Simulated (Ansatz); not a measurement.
Given:

End structure of the (221) surface of fluorite-type NiSi2 in its 1x1 cell (cut with top plane 2 Si, bottom plane 2 Si), outermost plane spacing 0.45 Å in the ideal cut (one of several cuts of this face), with 2 Si a cell over the bulk's ratio:

```
CELL_PARAMETERS angstrom
      3.85038     0.00000     0.00000
      0.00000    11.55115     0.00000
      0.00000     0.00000    26.00000
ATOMIC_POSITIONS crystal
  Si 0.50000 0.12202 0.30757
  Si 0.00000 0.61230 0.31205
  Ni 0.50000 0.72067 0.32983
  Si 0.00000 0.83263 0.34447
  Si 0.50000 0.32179 0.34139
  Ni 0.00000 0.43586 0.35920
  Si 0.50000 0.54823 0.37405
  Si 0.00000 0.04665 0.36098
  Ni 0.50000 0.15665 0.39892
  Si 0.00000 0.27237 0.41208
  Si 0.50000 0.78077 0.41211
  Ni 0.00000 0.88917 0.43339
  Si 0.50000 0.99834 0.45131
  Si 0.00000 0.49517 0.44483
  Ni 0.50000 0.60810 0.46088
  Si 0.00000 0.71725 0.48165
  Si 0.50000 0.21944 0.48289
  Ni 0.00000 0.33333 0.50000
  Si 0.50000 0.44723 0.51711
  Si 0.00000 0.94941 0.51835
  Ni 0.50000 0.05857 0.53912
  Si 0.00000 0.17150 0.55517
  Si 0.50000 0.66833 0.54869
  Ni 0.00000 0.77750 0.56661
  Si 0.50000 0.88589 0.58789
  Si 0.00000 0.39430 0.58792
  Ni 0.50000 0.51002 0.60108
  Si 0.00000 0.62001 0.63902
  Si 0.50000 0.11844 0.62595
  Ni 0.00000 0.23081 0.64080
  Si 0.50000 0.34488 0.65861
  Si 0.00000 0.83404 0.65553
  Ni 0.50000 0.94599 0.67017
  Si 0.00000 0.05437 0.68795
  Si 0.50000 0.54465 0.69243
```

Model: 35-atom slab, Ni11Si24, 10.0 Å thick at the start (thin: gaps and levels are the slab's own), 10x4x1 mesh, Fermi-Dirac 0.1 eV, dipole correction, all atoms relaxed; start symmetry kept, larger cells not searched; no spin (magnetic order not tried), no spin-orbit, no U.

What work function of the top face does Ansatz (a first-principles code) with PBE give?

4.87 eV
